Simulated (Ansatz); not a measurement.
A user runs Ansatz (an electronic-structure program) on BeTe (Pm-3m, 2 atoms in the cell) and asks whether the run is sound. The aim is a self-consistent single point with DFT, LDA (PW92), plane waves, default PAW files made with PBE.

Cell that was meant: a = 3.0626 Å, b = 3.0626 Å, c = 3.0626 Å, α = 90.00°, β = 90.00°, γ = 90.00°.

Part of the input:

Ansatz 0.2 input:
```yaml
  atoms:
    - { symbol: Be, position: [0.000000, 0.000000, 0.000000] }
    - { symbol: Te, position: [0.500000, 0.500000, 0.500000] }
basis:
  ecutrho_ratio: 1
kpoints:
  mp_grid:
    grid: [9, 9, 9]
```

Log, with long lists cut:

```
WARN basis.ecutwfc = 420 eV, the default
WARN basis.ecutrho_ratio = 1 (ecutrho = 420 eV) is below the records' recommended cutoff
   [... lines left out ...]
PAW frozen core: Te, regenerated for the run's functional, and the local potential with it
Initial density: superposition of atomic densities (neutral atoms: chi_scale 0, normalization atom), corrected by the library's trained network
Initial wavefunctions: pseudopotential atomic-orbital guess
Eigensolver: davidson
Functional: x = slater, c = lda
SCF iter   1: F=—  HF=-6913.621401 eV  |F-HF|=—  |Δ(HF+E_count)|=         —  Δρ=6.38e-3  dr2=5.47e-3  ethr=1.77e-3  ⟨swp⟩=5.2  Hψ=2618  notcnv=0
all-band conjugate gradients solve this SCF's bands
preconditioner: auto → none
SCF iter   2: F=—  HF=-6913.619334 eV  |F-HF|=—  |Δ(HF+E_count)|=   2.07e-3  Δρ=3.65e-3  dr2=1.93e-3  ethr=3.04e-5  ⟨swp⟩=1.1  Hψ=741  notcnv=0
SCF iter   3: F=—  HF=-6913.618631 eV  |F-HF|=—  |Δ(HF+E_count)|=   7.03e-4  Δρ=1.93e-4  dr2=1.20e-5  ethr=1.07e-5  ⟨swp⟩=2.0  Hψ=748  notcnv=0
SCF iter   4: F=—  HF=-6913.618636 eV  |F-HF|=—  |Δ(HF+E_count)|=   4.13e-6  Δρ=1.95e-4  dr2=2.07e-5  ethr=6.68e-8  ⟨swp⟩=2.0  Hψ=776  notcnv=0
SCF iter   5: F=—  HF=-6913.618626 eV  |F-HF|=—  |Δ(HF+E_count)|=   9.39e-6  Δρ=3.94e-5  dr2=6.06e-7  ethr=6.68e-8  ⟨swp⟩=2.3  Hψ=741  notcnv=0
SCF iter   6: F=-6913.618626 eV  HF=-6913.618626 eV  |F-HF|=4.78e-8  |Δ(HF+E_count)|=   3.40e-7  Δρ=1.02e-5  dr2=3.51e-8  ethr=5.56e-10  ⟨swp⟩=6.0  Hψ=2195  notcnv=0
SCF 1 converged in 6 iterations: F = -6913.618626 eV  dr2 = 3.51e-8
Free energy (F): -6913.618626 eV
Internal energy: -6913.591831 eV  (E = F + TS)
E sigma→0 (E₀):  -6913.605228 eV
Entropy (-TS):   -0.026795 eV (-13.397 meV/atom)
Fermi energy:    15.084050 eV
--- Forces (eV/Å), atoms counted from 1 ---
  atom   1  Be     0.00000000     0.00000000    -0.00000000
  atom   2  Te    -0.00000000     0.00000000     0.00000000
--- Stress (GPa, compression-positive) ---
       26.668786       0.000000      -0.000000
       -0.000000      26.668786       0.000000
        0.000000       0.000000      26.668786
  P = ⅓ Tr σ = 26.6688 GPa (266.688 kbar)
  The stress holds the Pulay correction, which leaves out the density cutoff's part. Without it, at fixed plane waves, as pw.x and ABINIT print it …
settings of this run that can trade accuracy for cost: basis.ecutrho_ratio < 4. Do not mix this run's numbers with those of runs without the same settings …
```

### Question
Is anything amiss in this input, and did it matter?

### Answer
The run is not sound. The fault is a density cutoff or grid that is too coarse. The density and potential grid has to resolve products of orbitals and any augmentation charge. To fix it, restore the density cutoff. The run converged in 6 iterations without an error; against the sound input the free energy drops by 47.1 meV/atom and the pressure goes from 26.21 to 26.67 GPa. The full log also holds (shortened here): “WARN basis.ecutrho_ratio = 1 (ecutrho = 420 eV) is below the records' recommended cutoff”. At a fixed set of plane waves, without the program's Pulay estimate, the pressure is 26.54 GPa against 26.15 GPa.

The sound input it was made from differs as follows (other fixes are possible):
```diff
-basis:
-  ecutrho_ratio: 1
```

With that input, the run converged in 6 iterations: free energy E − TS (on the zero of these files) -6913.5245 eV; Fermi level (on the code's own zero) 15.08 eV; pressure 26.21 GPa (DFT, LDA (PW92), plane waves, default PAW files made with PBE).

On the sound input: the starting cell was generated: these elements placed on a structure prototype, without a prior relaxation; it need not be a known phase or ordering of this composition. With a pressure of about 26 GPa the cell is away from its equilibrium volume at this level. Ansatz's pressure includes its estimate of the finite-basis (Pulay) stress. The run gives no clean gap (levels at the Fermi energy touch, overlap or are partly filled at this smearing), which alone does not show that the compound is a metal.
